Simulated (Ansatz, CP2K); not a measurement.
A CP2K input for a self-consistent single point of Si2Ni (Fm-3m, 3 atoms in the cell) (DFT PBE, GPW, DZVP-MOLOPT-SR-GTH basis, GTH-PBE potentials (GTH_POTENTIALS)):

```
&GLOBAL
  PROJECT scf
  RUN_TYPE ENERGY_FORCE
  PRINT_LEVEL LOW
&END GLOBAL
&FORCE_EVAL
  METHOD Quickstep
  STRESS_TENSOR ANALYTICAL
  &DFT
    BASIS_SET_FILE_NAME BASIS_MOLOPT
    POTENTIAL_FILE_NAME GTH_POTENTIALS
    &QS
      METHOD GPW
      EPS_DEFAULT 1E-11
    &END QS
    &MGRID
      CUTOFF 600
      REL_CUTOFF 60
      NGRIDS 5
    &END MGRID
    &SCF
      SCF_GUESS ATOMIC
      EPS_SCF 1E-6
      MAX_SCF 100
      ADDED_MOS 5
      &DIAGONALIZATION
        ALGORITHM STANDARD
      &END DIAGONALIZATION
      &MIXING
        METHOD BROYDEN_MIXING
        ALPHA 0.2
        NBUFFER 8
        BETA 1.5
      &END MIXING
      &SMEAR ON
        METHOD GAUSSIAN
        SIGMA [eV] 0.272
      &END SMEAR
    &END SCF
    &KPOINTS
      SCHEME MONKHORST-PACK 9 9 9
    &END KPOINTS
    &XC
      &XC_FUNCTIONAL PBE
      &END XC_FUNCTIONAL
    &END XC
    &PRINT
      &MO
        EIGENVALUES T
        OCCUPATION_NUMBERS T
        NDIGITS 8
        FILENAME mo
        &EACH
          QS_SCF 0
        &END EACH
        ADD_LAST NUMERIC
      &END MO
      &MULLIKEN OFF
      &END MULLIKEN
    &END PRINT
  &END DFT
  &SUBSYS
    &CELL
      ABC 3.72095100 3.72095117 3.72095143
      ALPHA_BETA_GAMMA 59.99999739 59.99999493 59.99999262
      PERIODIC XYZ
    &END CELL
    &COORD
      SCALED
      Si       0.25000000     0.25000000     0.25000000
      Si       0.75000000     0.75000000     0.75000000
      Ni       0.00000000     0.00000000     0.00000000
    &END COORD
    &KIND Si
      BASIS_SET DZVP-MOLOPT-SR-GTH-q4
      POTENTIAL GTH-PBE-q4
    &END KIND
    &KIND Ni
      BASIS_SET DZVP-MOLOPT-SR-GTH-q18
      POTENTIAL GTH-PBE-q18
    &END KIND
  &END SUBSYS
  &PRINT
    &FORCES ON
    &END FORCES
    &STRESS_TENSOR ON
    &END STRESS_TENSOR
  &END PRINT
&END FORCE_EVAL
```

**Question.** Write the same calculation as an input for Ansatz (a program for electronic structure).

**Answer.** One input that does it (others would too):

Ansatz 0.2 input:
```yaml
crystal:
  lattice:
    - [0.00000000, 2.63111000, 2.63111000]
    - [2.63111000, 0.00000000, 2.63111000]
    - [2.63111000, 2.63111000, 0.00000000]
  atoms:
    - { symbol: Si, position: [0.25000000, 0.25000000, 0.25000000] }
    - { symbol: Si, position: [0.75000000, 0.75000000, 0.75000000] }
    - { symbol: Ni, position: [0.00000000, 0.00000000, 0.00000000] }
kpoints:
  mp_grid:
    grid: [9, 9, 9]
hamiltonian:
  xc: pbe
  pseudopotentials:
    kind: paw
scf:
  occupations:
    method: gaussian
    width: 0.272
output:
  forces: true
  eigenvalues: true
  stress: true
```

Basis settings and potentials, where a program has them, do not carry over. This input uses DFT, PBE, plane waves, default PAW files. Both were run: pressure 19.08 GPa in CP2K and 18.86 in Ansatz. Ansatz's pressure is the one without its finite-basis correction.

On CP2K: the starting cell comes from a database of computed structures (which also holds hypothetical and non-ambient phases and stackings), without a prior relaxation at this level. Its lattice was rescaled by a random factor within 2.5 % of one. For this run, on top of that: lattice scaled by 0.98. Spin polarisation is off. Values carry the incompleteness of an atom-centred basis. With a pressure of about 19 GPa the cell is away from its equilibrium volume at this level.

On Ansatz: the starting cell comes from a database of computed structures (which also holds hypothetical and non-ambient phases and stackings), without a prior relaxation at this level. Its lattice was rescaled by a random factor within 2.5 % of one. For this run, on top of that: lattice scaled by 0.98. Spin polarisation is off. With a pressure of about 19 GPa the cell is away from its equilibrium volume at this level.
